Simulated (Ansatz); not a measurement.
**GeSiC2 (model structure, started from the AlGaN2 type, P-4m2, No. 115, 4 atoms in the cell): equilibrium lattice constant a by level of theory**

No measured value is used here.

```
level (code)     value (Å)
---------------  ---------
LDA (Ansatz)         3.134
PBE (Ansatz)             ?
PBEsol (Ansatz)      3.156
r²SCAN (Ansatz)      3.156
```

**Question.** Complete the blanks.

**Answer.** 
- PBE (Ansatz, a quantum-chemistry and plane-wave program), value (Å): 3.178

Cutoffs differ between the levels. Ansatz's density-functional and Hartree–Fock values are scalar-relativistic unless marked +SOC, with PAW data made under PBE.

A model structure was made by putting elements into a prototype or built by hand; it is no filed structure, need not be a known phase, and can be a saddle point held by its symmetry.
